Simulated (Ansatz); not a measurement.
System: interstitial Li in zinc-blende BN (charge state +1). All values below come from PBE, PAW (plane waves to 420 eV; Ansatz, a first-principles code).

64-site cell at the relaxed PBE lattice, a 2×2×2 k-point mesh shifted by half a step, smearing 0.01 eV, spin-restricted, no finite-size correction. No zero-point or tunnelling terms. The charge state is imposed; whether it is stable for some Fermi level was not computed. Sites that were not tried may lie lower.

Barriers: single points on a 3×3×3 k-point mesh shifted by half a step at the bands' geometries.

Relaxed starting cell (atoms counted from 1):

```xyz
65
Lattice="7.2497 0.0000 0.0000 0.0000 7.2497 0.0000 0.0000 0.0000 7.2497" Properties=species:S:1:pos:R:3 pbc="T T T"
B      0.0003    -0.0022     0.0049
B     -0.0149    -0.0174     3.6517
B     -0.0150     3.6446    -0.0103
B      0.0003     3.6294     3.6365
B      3.6471    -0.0174    -0.0103
B      3.6319    -0.0022     3.6365
B      3.6319     3.6294     0.0049
B      3.6471     3.6446     3.6517
N      0.8785     0.8760     2.7583
N      0.9055     0.9030     6.3401
N      0.9055     4.5438     2.7313
N      0.9086     4.5362     6.3478
N      4.5463     0.9030     2.7313
N      4.5387     0.9061     6.3478
N      4.5387     4.5362     2.7282
N      4.5344     4.5319     6.3520
B     -0.0844     1.8136     1.8207
B     -0.0090     1.8136     5.4455
B     -0.0090     5.4384     1.8207
B      0.0016     5.4384     5.4455
B      3.7166     1.8136     1.8207
B      3.6411     1.8136     5.4455
B      3.6411     5.4384     1.8207
B      3.6305     5.4384     5.4455
N      0.8785     2.7512     0.8831
N      0.9055     2.7242     4.5510
N      0.9055     6.3330     0.9101
N      0.9086     6.3407     4.5433
N      4.5463     2.7242     0.9101
N      4.5387     2.7211     4.5433
N      4.5387     6.3407     0.9132
N      4.5344     6.3449     4.5391
B      1.8161    -0.0869     1.8207
B      1.8161    -0.0115     5.4455
B      1.8161     3.7141     1.8207
B      1.8161     3.6386     5.4455
B      5.4409    -0.0115     1.8207
B      5.4409    -0.0008     5.4455
B      5.4409     3.6387     1.8207
B      5.4409     3.6280     5.4455
N      2.7537     0.8760     0.8831
N      2.7267     0.9030     4.5510
N      2.7266     4.5438     0.9101
N      2.7236     4.5362     4.5433
N      6.3355     0.9030     0.9101
N      6.3432     0.9061     4.5433
N      6.3432     4.5362     0.9132
N      6.3474     4.5319     4.5391
B      1.8161     1.8136    -0.0798
B      1.8161     1.8136     3.7212
B      1.8161     5.4384    -0.0043
B      1.8161     5.4384     3.6458
B      5.4409     1.8136    -0.0044
B      5.4409     1.8136     3.6458
B      5.4409     5.4384     0.0063
B      5.4409     5.4384     3.6351
N      2.7537     2.7512     2.7583
N      2.7267     2.7242     6.3401
N      2.7267     6.3330     2.7313
N      2.7236     6.3407     6.3478
N      6.3355     2.7242     2.7313
N      6.3432     2.7211     6.3478
N      6.3432     6.3407     2.7282
N      6.3474     6.3449     6.3520
Li     1.8161     1.8136     1.8207
```
Cell charge +1.

End state 1 differs by these moves (Å; atoms that move under 0.08 Å are left out):

| atom | element | Δx | Δy | Δz |
|---|---|---|---|---|
| 7 | B | 0.07 | 0.07 | -0.07 |
| 21 | B | -0.01 | -0.07 | 0.07 |
| 35 | B | -0.07 | -0.01 | 0.07 |
| 49 | B | -0.07 | -0.07 | 0.01 |
| 65 | Li | 0.91 | 0.91 | -0.91 |

Problem. Give the forward and backward barriers to end state 1 at the level PBE, PAW.

Solution. forward 1.70 eV, backward 1.39 eV; at the saddle point atom 65 has neighbours 3 B at 1.68; 3 N at 1.60 Å. The check of the saddle point's order was inconclusive, and it lies on a symmetry element of the cell, where a band can be held.
